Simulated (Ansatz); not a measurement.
Amorphous Si30N40Mo, 71 atoms at 2.98 g/cm³, one PBE-relaxed geometry, zone centre. Methods: PBE, scalar-relativistic without spin-orbit coupling (Ansatz, an electronic-structure program); r2SCAN, scalar-relativistic without spin-orbit coupling (Ansatz); HSE06, scalar-relativistic without spin-orbit coupling (Ansatz). Plane waves to 420 eV (r2SCAN 500 eV); exact exchange is cut at the cell's faces. The usual formal charges leave 6 electrons over, so the level spacing at the Fermi energy parts defect or band states and needn't be the band gap. At PBE the levels at both edges of the gap are localised (band-tail or defect states), and the nearest spread-out levels lie 3.0 eV apart at the zone centre. The higher rungs were started with moments on some atoms, which died out.

The cell was made by melting and quenching with the CHGNet potential and then relaxed with DFT. N atoms were pushed apart under 1.9 Å during the dynamics, to hinder bonds among them. The hot cell started wider than the set density and was brought back towards it in steps. It is the lowest in DFT energy of 2 quenches. It is a model cell: composition and starting density were chosen by hand, and all elements were melted together. No dispersion term was used. Its density started from a set value of 3.09 and ended at 2.98 g/cm³. Cooling (nominally 380 K/ps over its main leg) ran many orders faster than in experiment, which tends to leave more defects and strain. A cell of this size samples the disorder only roughly. Volume and shape were free in the relaxation. On a 2×2×2 Γ-centred mesh force components of up to 0.13 eV/Å stay, since the relaxation ran on the zone centre alone.

The relaxation ran on the zone centre alone. At PBE the level spacing at the Fermi energy is 0.90 eV on a 2×2×2 Γ-centred mesh, and the spacing at the zone centre alone 0.96 eV.

Task: What zone-centre spacing does r2SCAN give, roughly?

Result: 1.25 eV (+0.30 eV against PBE).

Task: What zone-centre spacing does HSE06 give, roughly?

Result: 2.22 eV (+1.26 eV against PBE).

The highest filled and the lowest empty state spread over these numbers of atoms (participation numbers): PBE: 5.1 and 3.1; r2SCAN: 5.1 and 2.9; HSE06: 6.0 and 3.0.
